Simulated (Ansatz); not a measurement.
Functionals compared on NH3 on the 1x1 (0001) surface of corundum (cut with top plane Al), one in a 1x1 cell, started at the site 'hollow Al-O-O-O over O at depth 2.3 Å #2', in Ansatz (plane waves, PAW). The structure was relaxed with PBE; the other rows are single points on it, each with its references at the same level. Cutoff 420 eV (500 eV for r2SCAN). HSE06 used the coarser mesh 4x4x1.

Host crystal: corundum, with a band gap (PBE, scalar-relativistic without spin-orbit coupling).

Model: 24-atom slab, 6.7 Å thick at the start under the adsorbate (thin: gaps and levels are the slab's own), 6x6x1 mesh, Fermi-Dirac 0.01 eV, dipole correction, 9 atoms held, the rest relaxed; no symmetry held; no spin, no spin-orbit, no U, no dispersion correction. At the end it is bonded to Al. In PBE it is, or lies within 0.03 eV of, the lowest of the starts that converged. These notes are the PBE run's. Adsorption energies are against NH3(g). A negative adsorption energy means that the adsorbate is more stable on the surface than in its reference.

A dash marks a value that is undefined for that row or was read on another mesh.

```
functional  adsorption energy (eV)  gap of the slab on its k-mesh (eV)  highest filled level below the top vacuum level (eV)  rough cost of the single point
----------  ----------------------  ----------------------------------  ----------------------------------------------------  ------------------------------
PBE                          -1.00                                1.71                                                  2.66                               –
RPBE                             ?                                   ?                                                     ?         roughly 40 core-seconds
r2SCAN                       -1.18                                2.45                                                  2.85  around 70 core-seconds (rough)
HSE06                        -1.03                                   –                                                     –    very roughly 10 core-minutes
```

**Question.** Complete the blanks.

**Answer.** 
- RPBE, adsorption energy (eV): -0.77
- RPBE, gap of the slab on its k-mesh (eV): 1.49
- RPBE, highest filled level below the top vacuum level (eV): 2.56

Ansatz is a first-principles code.
